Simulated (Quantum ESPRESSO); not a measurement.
Troubleshooting Quantum ESPRESSO: a failed run on SiRu2 (Pnma, 12 atoms in the cell). The aim is a self-consistent single point with DFT, PBEsol, plane waves, PseudoDojo standard norm-conserving (PBESOL) pseudopotentials.

Input as run:

```fortran
&CONTROL
    calculation = 'scf'
    prefix = 'pwscf'
    outdir = './out'
    pseudo_dir = './'
    tprnfor = .true.
    tstress = .true.
/
&SYSTEM
    ibrav = 0
    nat = 12
    ntyp = 2
    ecutwfc = 85
    occupations = 'smearing'
    smearing = 'fermi'
    degauss = 0.019992
/
&ELECTRONS
    conv_thr = 1e-10
    mixing_beta = 0.3
/
ATOMIC_SPECIES
Si    28.0850  Si.upf
Ru   101.0700  Ru.upf
ATOMIC_POSITIONS {crystal}
Si    0.29964000    0.25000000    0.90225000
Si    0.70036000    0.75000000    0.09775000
Si    0.20036000    0.75000000    0.40225000
Si    0.79964000    0.25000000    0.59775000
Ru    0.51386000    0.75000000    0.78778000
Ru    0.48614000    0.25000000    0.21222000
Ru    0.98614000    0.25000000    0.28778000
Ru    0.01386000    0.75000000    0.71222000
Ru    0.83351000    0.25000000    0.93467000
Ru    0.16649000    0.75000000    0.06533000
Ru    0.66649000    0.75000000    0.43467000
Ru    0.33351000    0.25000000    0.56533000
K_POINTS {automatic}
3 4 2  1 1 1
CELL_PARAMETERS {angstrom}
   5.27355000     0.00000000     0.00000000
   0.00000000     4.01014000     0.00000000
   0.00000000     0.00000000     7.39776000
```

Log, with long lists cut:

```
 %%%%%%%%%%%%%%%%%%%%%%%%%%%%%%%%%%%%%%%%%%%%%%%%%%%%%%%%%%%%%%%%%%%%%%%%%%%%%%
     Error in routine  set_occupations (1):
      smearing fermi unknown
 %%%%%%%%%%%%%%%%%%%%%%%%%%%%%%%%%%%%%%%%%%%%%%%%%%%%%%%%%%%%%%%%%%%%%%%%%%%%%%

     stopping ...
```

**Question.** From the messages shown, name the fault and mend the input.

**Answer.** The fault is a value that the program does not know. The key takes a closed list of words, and names differ between codes. To fix it, use one of the words that the key accepts. The program stopped before any SCF iteration.

The sound input it was made from differs as follows (other fixes are possible):
```diff
-    smearing = 'fermi'
+    smearing = 'marzari-vanderbilt'
```

With that input, the run converged in 14 iterations: free energy E − TS -22457.8408 eV; Fermi level (on the code's own zero) 20.04 eV; pressure -3.67 GPa; largest force (vector length) 0.121 eV/Å (DFT, PBEsol, plane waves, PseudoDojo standard norm-conserving (PBESOL) pseudopotentials).

On the sound input: the starting cell comes from a database of computed structures (which also holds hypothetical and non-ambient phases and stackings), without a prior relaxation at this level. Spin polarisation is off. With a pressure of about -4 GPa the cell is away from its equilibrium volume at this level. Without a gap this mesh is coarse (it stands for a supercell whose shortest vector is 15 Å).
